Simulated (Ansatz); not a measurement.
## Response to strain in WSi2

Take WSi2 (space group I4/mmm, No. 139; a = 3.212 Å, c = 7.807 Å; relaxed with 0.1 eV smearing) as the base. Axes: x, y, z lie along a, b, c of the conventional cell.

Strains are applied to the cell and any free atomic positions relax; under biaxial strain the out-of-plane vector relaxes too.

Method: Ansatz (a first-principles code), r2SCAN, PAW, cutoff 500 eV, scalar-relativistic without spin-orbit coupling, earlier PAW set.

Notes on the quantities. pressure: mean of the normal stresses, compression positive.

| variant | space group | shortest interatomic distance | pressure |
|---|---|---|---|
| base | I4/mmm (No. 139) | 2.579 Å | 0.0 GPa |
| biaxial strain +0.51 %, plane normal [001], relaxed out of plane | I4/mmm (No. 139) | 2.573 Å | -1.8 GPa |
| biaxial strain +4.36 %, plane normal [001], relaxed out of plane | I4/mmm (No. 139) | 2.533 Å | -12.9 GPa |
| isotropic strain −5.62 % | I4/mmm (No. 139) | 2.450 Å | 59.4 GPa |
| isotropic strain +1.31 % | I4/mmm (No. 139) | 2.601 Å | -8.4 GPa |
| isotropic strain +2.24 % | I4/mmm (No. 139) | 2.615 Å | -13.4 GPa |
| uniaxial strain ε_xx = +2.78 % | Immm (No. 71) | 2.572 Å | -5.7 GPa |
| tensor shear ε_xy = −1.07 % | Fmmm (No. 69) | 2.579 Å | 0.1 GPa |

Stability against distortions was not tested. All final runs are without spin polarisation.
